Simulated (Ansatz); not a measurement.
Base system: InAs in the zinc blende structure (space group F-43m, No. 216; a = 6.108 Å). Axes: x, y, z lie along the cube axes.

Method: r2SCAN, PAW, 500 eV (Ansatz, an electronic-structure program; spin-orbit coupling left out), earlier PAW set.

Before the change:

```
Property                         Value
-----------------------------  -------
Band gap                       0.08 eV
Pressure                       0.0 GPa
Shortest interatomic distance  2.645 Å
```

One thing is altered: strain tensor (xx, yy, zz, yz, xz, xy) = (+0.91, +0.31, +1.45, +0.25, −0.94, −0.23) %; the atoms relax in the strained cell.

What happens to the band gap?

The band gap becomes zero (base: 0.08 eV).

What happens to the energy relative to the base?

The energy grows by 4.9 meV/atom.

How does this affect the pressure?

The pressure (mean of the normal stresses, compression positive) goes from zero to -1.4 GPa.

Estimate the effect on the shortest interatomic distance.

The shortest interatomic distance grows by 0.017 Å to 2.662 Å.

Stability against distortions was not tested. All final runs are without spin polarisation. The zero or small gap of InAs can change with the level of theory.
